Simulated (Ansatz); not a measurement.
# BP: pressure series

The parent structure is BP in the zinc blende structure (space group F-43m, No. 216; a = 4.5366 Å).

Cell and atoms are relaxed at each pressure.

Computed with r2SCAN in Ansatz (plane waves to 500 eV, PAW, scalar-relativistic without spin-orbit coupling).

Notes on the quantities. enthalpy: H = E + PV relative to the base's energy.

| case | band gap | width of the top valence band | enthalpy | lattice parameter a |
|---|---|---|---|---|
| base | 1.41 eV | 5.74 eV | – | 4.537 Å |
| pressure −2 GPa | 1.43 eV | 5.67 eV | -0.15 eV/atom | 4.555 Å |
| pressure −1 GPa | 1.42 eV | 5.71 eV | -0.07 eV/atom | 4.546 Å |
| pressure 3 GPa | 1.39 eV | 5.84 eV | +0.22 eV/atom | 4.511 Å |
| pressure 7 GPa | 1.35 eV | 5.97 eV | +0.50 eV/atom | 4.479 Å |
| pressure 15 GPa | 1.30 eV | 6.21 eV | +1.05 eV/atom | 4.422 Å |
| pressure 30 GPa | 1.19 eV | 6.59 eV | +2.03 eV/atom | 4.334 Å |
| pressure 50 GPa | 1.06 eV | 7.02 eV | +3.26 eV/atom | 4.240 Å |
| pressure 75 GPa | 0.91 eV | 7.48 eV | +4.69 eV/atom | 4.146 Å |
| pressure 100 GPa | 0.79 eV | 7.86 eV | +6.05 eV/atom | 4.070 Å |

Load acts through the strain it causes; cell and atoms are relaxed under it. Whether these cells are dynamically stable was not tested. Competing high-pressure phases were not computed.

Ansatz is a first-principles code.
